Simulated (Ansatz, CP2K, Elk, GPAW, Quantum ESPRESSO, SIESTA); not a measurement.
# Code comparison for CdTe (F-43m, 2 atoms in the cell)

Self-consistent single point, at a second geometry (lattice scaled by 0.98). First geometry:

```
CdTe
1.0
    0.00000     3.24000     3.24000
    3.24000     0.00000     3.24000
    3.24000     3.24000     0.00000
Cd Te
1 1
Direct
  0.00000   0.00000   0.00000
  0.25000   0.25000   0.25000
```

Shared settings, as Ansatz (a quantum-chemistry and plane-wave program) writes them: kpoints.mp_grid.grid = 5 5 5; scf.occupations.method = fermi_dirac; scf.occupations.width = 0.05 eV. Potentials and cutoffs stand in the table.

| code | model | ΔF from the first geometry (meV/atom) | pressure (GPa) | gap on the mesh (eV) | cutoff |
|---|---|---|---|---|---|
| Elk | PBE, all-electron FP-LAPW, Elk's shipped species files, default APW+lo basis | 47.8 | – | 0.912 | rgkmax 7 |
| Quantum ESPRESSO | PBE, GBRV 1.5 ultrasoft (PBE) pseudopotentials | 56.6 | 6.14 | 0.943 | 40 Ry |
| SIESTA | GGA PBE, numerical atomic orbitals TZP, PseudoDojo PBE standard norm-conserving potentials (rewritten from UPF to PSML) | 32.1 | 4.50 | 1.096 | grid 350 Ry |
| Ansatz | PBE, default PAW files | 52.5 | 5.89 | 0.956 | 420 eV |
| CP2K | PBE, GPW, DZVP-MOLOPT-SR-GTH basis, GTH-PBE potentials (GTH_POTENTIALS) | 62.7 | 6.86 | 1.078 | grid 500 Ry |
| GPAW | PBE, GPAW PAW datasets PBE (gpaw-data 1.0.1) | 47.3 | 5.42 | 0.954 | 550 eV |

A dash marks a value that a program does not give, or that is left out as unsure.

Gaps are read on the mesh.

On Ansatz's run: spin-orbit coupling is off.

The spread over the programs that give each value: ΔF from the first geometry within 30.6 meV/atom; pressure within 2.36 GPa; gap on the mesh within 0.184 eV.

SIESTA and CP2K use small atom-centred bases, whose incompleteness enters pressures, forces and empty levels differently from a plane-wave cutoff. Elk treats all electrons, but the usual bases taken here (sphere radii, linearisation, local orbitals, empty states) were not tested for convergence, so the values are no reference for the others. Ansatz's pressure is given at a fixed set of plane waves, as the other plane-wave codes print theirs; with its correction for the finite basis it is 5.93 GPa. In the pressure, SIESTA (by 1.39) lies more than 1 GPa from the median of the plane-wave programs. In the gap, SIESTA (by 0.142) and CP2K (by 0.124) lie more than 0.12 eV from the median of the plane-wave programs.

The starting cell has typed, rounded lattice constants, without a prior relaxation at this level. For this run, on top of that: lattice scaled by 0.98.

Left out of this page: ABINIT and FLEUR (with a known weakness of the program).

Keys are those of Ansatz 0.2.
